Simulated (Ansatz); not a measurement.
Base system: PbZrO₃ (space group R3c, No. 161; a = 5.9120 Å, c = 14.6973 Å (hexagonal axes); a hypothetical phase, not in the database extracts checked).

Level of theory: PBE (Ansatz, a first-principles code, PAW, spin-orbit coupling left out).

Base values:

| Item | Value |
|---|---|
| Lattice parameter a | 5.912 Å |
| Width of the top valence band | 0.64 eV |

Perturbation: cell and atoms relaxed at a pressure of 10 GPa.

Task: How does this affect the lattice parameter a and width of the top valence band?

Result: The lattice parameter a decreases by 0.109 Å to 5.803 Å; the width of the top valence band increases by 0.195 eV, from 0.64 eV to 0.83 eV.

Spin-orbit coupling, missing from the scalar runs, can matter with Pb. The levels and masses belong to the bands next to the band gap. Load acts through the strain it causes; cell and atoms are relaxed under it. Whether these cells are dynamically stable was not tested. Competing high-pressure phases were not computed.
